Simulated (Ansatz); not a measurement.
## SiO$_{2}$ (space group P3_221, No. 154)

SiO$_{2}$ is modelled in the trigonal space group P3₂21 (No. 154), Pearson symbol hP9. Lattice parameters: a = b = 5.022 Å, c = 5.510 Å, α = β = 90.00°, γ = 120.00°. Si on 3a sees 4 O at 1.626–1.628 Å (tetrahedral). O on 6c is surrounded by 2 Si at 1.626–1.628 Å (bent). (Neighbours: up to the widest gap in distance over summed covalent radii, below 1.35, at either atom.)

Computed with Ansatz (a program for electronic structure), PBE, PAW, cutoff 420 eV, spin-orbit coupling left out. Γ-centred 8×8×6 mesh, Fermi–Dirac width 0.05 eV.

```yaml
volume_per_atom: 13.37 Å³
density: 2.49 g/cm³
band_gap: 5.68 eV, indirect, K → Γ
electron_mass: 0.51 mₑ
Lowest conduction-band minima above the VBM: Γ 5.68 eV
total_energy: -591.358 eV/atom (σ→0; compares only within this code and set-up)
```

Masses are band curvatures over ±0.01 Å⁻¹ around the edge. Whether these cells are dynamically stable was not tested.
